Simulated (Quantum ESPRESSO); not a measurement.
Input and output of a self-consistent single point for GaAg3 (Pm-3m, 4 atoms in the cell) (Quantum ESPRESSO).

Level of theory: LDA (PZ), GBRV 1.5 ultrasoft (LDA) pseudopotentials (plane waves; Quantum ESPRESSO).

The change in words: lattice scaled by 0.98. Reference geometry:
```
CELL_PARAMETERS angstrom
      4.02783     0.00000     0.00000
      0.00000     4.02783     0.00000
      0.00000     0.00000     4.02783
ATOMIC_POSITIONS crystal
  Ga 0.00000 0.00000 0.00000
  Ag 0.50000 0.00000 0.50000
  Ag 0.00000 0.50000 0.50000
  Ag 0.50000 0.50000 0.00000
```

Reference input (self-consistent single point, DFT, LDA (PZ), plane waves, GBRV 1.5 ultrasoft (LDA) pseudopotentials): ecutwfc = 50 Ry; ecutrho = 400 Ry; occupations = smearing; smearing = fd; degauss = 0.0036749 Ry; potentials = {Ga: ga_lda_v1.4.uspp.F.UPF, Ag: ag_lda_v1.4.uspp.F.UPF}; K_POINTS = automatic 11 11 11 0 0 0; conv_thr = 1e-11 Ry; mixing_beta = 0.7. This run's input differs from it in these lines:

```diff
@@ -10,3 +10,3 @@
   ibrav = 1,
-  A = 4.0278350000,
+  A = 3.9472780000,
   nat = 4,
```

The program printed (abridged):

```
     Self-consistent Calculation

     iteration #  1     ecut=    50.00 Ry     beta= 0.70

     total energy              =   -1298.53019183 Ry
     estimated scf accuracy    <       7.07961960 Ry

     iteration #  2     ecut=    50.00 Ry     beta= 0.70

     total energy              =   -1301.12749659 Ry
     estimated scf accuracy    <       5.81400373 Ry

     iteration #  3     ecut=    50.00 Ry     beta= 0.70

     total energy              =   -1302.09752589 Ry
     estimated scf accuracy    <       0.08116397 Ry

   [... 6 blocks of this kind left out ...]

     iteration # 10     ecut=    50.00 Ry     beta= 0.70

     total energy              =   -1302.11312114 Ry
     estimated scf accuracy    <          6.2E-11 Ry

     iteration # 11     ecut=    50.00 Ry     beta= 0.70
     End of self-consistent calculation

     the Fermi energy is    18.2889 ev

!    total energy              =   -1302.11312114 Ry
     estimated scf accuracy    <          4.0E-13 Ry
     smearing contrib. (-TS)   =      -0.00072831 Ry
     internal energy E=F+TS    =   -1302.11239283 Ry

     convergence has been achieved in  11 iterations

     Forces acting on atoms (cartesian axes, Ry/au):

     atom    1 type  1   force =     0.00000000    0.00000000    0.00000000
   [... zero for the other atoms too ...]

     Total force =     0.000000     Total SCF correction =     0.000000

          total   stress  (Ry/bohr**3)                   (kbar)     P=       37.73
   0.00025649   0.00000000   0.00000000           37.73        0.00        0.00
   0.00000000   0.00025649   0.00000000            0.00       37.73        0.00
   0.00000000   0.00000000   0.00025649            0.00        0.00       37.73

   JOB DONE.
```

The run converged in 11 iterations. Against the reference run the free energy is nearly the same (within 1 meV/atom) and the pressure goes from -3.91 to 3.77 GPa.

The starting cell comes from a database of computed structures (which also holds hypothetical and non-ambient phases and stackings), without a prior relaxation at this level. Its lattice was rescaled by a random factor within 2.5 % of one. For this run, on top of that: lattice scaled by 0.98. With a pressure of about 4 GPa the cell is away from its equilibrium volume at this level.

Cost on one core of a shared machine: roughly 2 min.
